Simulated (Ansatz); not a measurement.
# MgB₃N₃ (model structure, within 0.1 Å of P6₃22, No. 182, 14 atoms in the cell)

Computed with PBE (PAW; Ansatz, a first-principles code).

Run with plane-wave cutoff 520 eV, 14×14×4 k mesh (along the axes of the cell as run), Fermi–Dirac smearing 0.05 eV, scalar-relativistic PAW data made under PBE.

Cell (relaxed with PBEsol):

```yaml
crystal:
  lattice:
    - [3.74778, -2.16378, 0.00649]
    - [3.74778, 2.16378, 0.00649]
    - [0.01234, 0.00000, 14.23593]
  atoms:
    - { symbol: B, position: [0.00125, 0.99875, 0.00000] }
    - { symbol: N, position: [0.33456, 0.66544, 0.00000] }
    - { symbol: N, position: [0.00111, 0.99889, 0.50000] }
    - { symbol: B, position: [0.33443, 0.66557, 0.50000] }
    - { symbol: B, position: [0.66793, 0.66538, 0.99999] }
    - { symbol: N, position: [0.00131, 0.33207, 0.00000] }
    - { symbol: N, position: [0.66774, 0.66564, 0.50000] }
    - { symbol: B, position: [0.00105, 0.33226, 0.50000] }
    - { symbol: B, position: [0.33462, 0.33207, 0.00001] }
    - { symbol: N, position: [0.66793, 0.99869, 0.00000] }
    - { symbol: N, position: [0.33436, 0.33226, 0.50000] }
    - { symbol: B, position: [0.66774, 0.99895, 0.50000] }
    - { symbol: Mg, position: [0.33457, 0.99860, 0.24977] }
    - { symbol: Mg, position: [0.00140, 0.66543, 0.75023] }
```

- band gap = 0.60 eV (on the SCF k mesh)
- Γ–Γ gap = 3.13 eV

Note: cell and atoms aren't relaxed at this level (pressure 1.5 GPa); the cell has widely spaced layers and the level no dispersion term, so their spacing and the moduli can rest on weak binding.

Static lattice: no zero-point or thermal effects.

It cost around 5 core-minutes (rough) of CPU time.

A model structure was made by putting elements into a prototype or built by hand; it is no filed structure, need not be a known phase, and can be a saddle point held by its symmetry.
